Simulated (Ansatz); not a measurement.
**In2Si2O7 (C2/m, No. 12, 11 atoms in the cell; start COD 8101227): smallest direct gap on the k points sampled by level of theory**

No measured value is used here.

```
level (code)         value (eV)
-------------------  ----------
LDA (Ansatz)               2.96
PBEsol (Ansatz)             ___
r²SCAN+SOC (Ansatz)        3.73
```

Problem. Fill in the missing entries.

Solution. 
- PBEsol (Ansatz, an electronic-structure program), value (eV): 3.01

Computed values are for a static lattice. Levels without +SOC have no spin–orbit coupling; where heavier elements are present it shifts gaps, mostly down, and can invert bands.  Values are at the measured cell. Cutoffs differ between the levels. Ansatz's density-functional and Hartree–Fock values are scalar-relativistic unless marked +SOC, with PAW data made under PBE.
